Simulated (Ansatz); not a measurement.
The starting structures come from a database of crystals and need not be the phases stable at ambient conditions.

```xyz
20
Lattice="7.4733 0.0000 0.0000 -3.1757 6.7650 0.0000 0.0000 0.0000 5.5201" Properties=species:S:1:pos:R:3 pbc="T T T"
Mg     2.0113     5.2936     1.3800
Mg     2.2863     1.4715     4.1401
Mg     3.9371     4.0702     4.1401
Mg     0.3605     2.6948     1.3800
V      4.2648     2.0383     1.3800
V      0.0328     4.7267     4.1401
Bi     6.5203     0.6055     4.1401
Bi    -2.2227     6.1596     1.3800
O      4.3475     0.3255     1.3800
O     -0.0499     6.4395     4.1401
O     -1.5528     4.0738     4.1401
O      5.8504     2.6913     1.3800
O      0.8946     4.1793     2.7014
O      3.4031     2.5857     2.8187
O      3.4031     2.5857     5.4614
O      0.8946     4.1793     0.0587
O      3.5608     5.6052     0.0000
O      0.7368     1.1599     0.0000
O      0.7368     1.1599     2.7600
O      3.5608     5.6052     2.7600
```

Space group of this cell: Cmcm. The cell is taken as given; by r2SCAN its mean pressure is -6.3 GPa.

Transport runs along the normal of the first two printed cell vectors.

No gap correction and no spin-orbit coupling; mid-gap values are interpolated between computed energies.

Question: Compute, with r2SCAN in Ansatz (a quantum-chemistry and plane-wave program), the band gap and the smallest decay constant κ at mid-gap.

Answer: Gap 3.54 eV on a 6×6×6 mesh; κ = 0.320 1/Å, at (0.333, 0.333) of the in-plane reciprocal vectors. At the zone centre, at the nearest computed energy, the slowest state has κ = 0.35 1/Å.
